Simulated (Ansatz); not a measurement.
## AlB2-type TmSi2 (cell taken from a computed entry)

The numbers are results of r²SCAN+rVV10 in Ansatz (PAW), not measurements.

Settings: plane-wave cutoff 500 eV, 12×12×10 k mesh (along the axes of the cell as run), Fermi–Dirac smearing 0.05 eV, spin-polarised start, scalar-relativistic PAW data made under PBE.

Cell: relaxed at this level.

```yaml
volume_per_atom: 18.33 Å³/atom
lattice_constant_a: 4.032 Å
lattice_parameter_c: 3.907 Å
```

Note: the magnetic order was assumed, not searched for or taken from measurement; the relaxation could not lower the start's symmetry, so the cell can be a saddle point above a distorted one; the 4f shell is treated without U or exact exchange, so its levels and filling can be wrong.

Spin–orbit coupling is not included.

Computed values are for the static lattice.

Computing time: very roughly 8 core-minutes.

Ansatz is a quantum-chemistry and plane-wave program.
